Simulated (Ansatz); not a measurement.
The parent structure is ZnS in the zinc blende structure (space group F-43m, No. 216; a = 5.2968 Å).

Computed with LDA/PAW in Ansatz (a first-principles code), no spin-orbit coupling.

Before the change:

```
Property                             Result
---------------  --------------------------
Band gap                            2.13 eV
Hole mass        0.18, 0.63, 0.63 mₑ (at Γ)
Volume per atom                    18.58 Å³
```

The change: a hydrostatic pressure of 2.1 GPa.

Q: Estimate the effect on the band gap.

A: The band gap increases by 0.106 eV to 2.23 eV.

Q: Predict the new hole mass.

A: The hole mass (degenerate bands, along [100]) changes from 0.18, 0.63, 0.63 mₑ (at Γ) to 0.19, 0.61, 0.61 mₑ (at Γ).

Q: How does this affect the volume per atom?

A: The volume per atom falls by 0.43 Å³, from 18.58 Å³ to 18.15 Å³.

Load acts through the strain it causes; cell and atoms are relaxed under it. Masses are band curvatures over ±0.01 Å⁻¹ around the edge. No phonon test of stability was made. Tetrahedral semiconductors of this kind turn to denser phases somewhere between about 1 and 50 GPa; those were not computed, so compressed cells here can lie past the real transition.
